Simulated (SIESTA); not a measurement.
Band structure of TiC (Fm-3m, 2 atoms in the cell).

```yaml
crystal:
  lattice:
    - [0.00000, 2.17799, 2.17799]
    - [2.17799, 0.00000, 2.17799]
    - [2.17799, 2.17799, 0.00000]
  atoms:
    - { symbol: Ti, position: [0.00000, 0.00000, 0.00000] }
    - { symbol: C, position: [0.50000, 0.50000, 0.50000] }
```

Level of theory: GGA PBE, numerical atomic orbitals DZP, PseudoDojo PBE standard norm-conserving potentials (rewritten from UPF to PSML) in SIESTA.

Settings: XC.functional = GGA; XC.authors = PBE; potentials = PseudoDojo PBE standard; PAO.BasisSize = DZP; PAO.EnergyShift = 0.01 Ry; MeshCutoff = 400 Ry; kgrid.MonkhorstPack = 13 13 13; OccupationFunction = MP; OccupationMPOrder = 0; ElectronicTemperature = 2320.9 K; MaxSCFIterations = 150; SCF.Mixer.Method = Broyden; SCF.Mixer.Weight = 0.2; SCF.Mixer.History = 8.

The starting cell has typed, rounded lattice constants, without a prior relaxation at this level. Its lattice was rescaled by a random factor within 2.5 % of one. Spin polarisation is off. Values carry the incompleteness of an atom-centred basis.

Levels in eV from the Fermi level, bands 5 to 10:
| point | 5 | 6 | 7 | 8 | 9 | 10 |
|---|---|---|---|---|---|---|
| Γ | -12.37 | 0.60 | 0.60 | 0.60 | 1.61 | 1.61 |
| X | -10.09 | -3.50 | -1.66 | 0.04 | 0.04 | 2.58 |
| W | -9.49 | -3.18 | -3.18 | -2.73 | 2.70 | 2.70 |
| K | -9.57 | -3.49 | -3.40 | -1.74 | 1.39 | 2.99 |
| L | -8.92 | -5.84 | -2.92 | -2.92 | 2.78 | 2.78 |
| U | -9.57 | -3.49 | -3.40 | -1.74 | 1.39 | 2.99 |

Bands cross the Fermi level along this path, so the cell is metallic at this level.

Higher empty bands are left out: an atom-centred basis made for the valence describes them poorly.
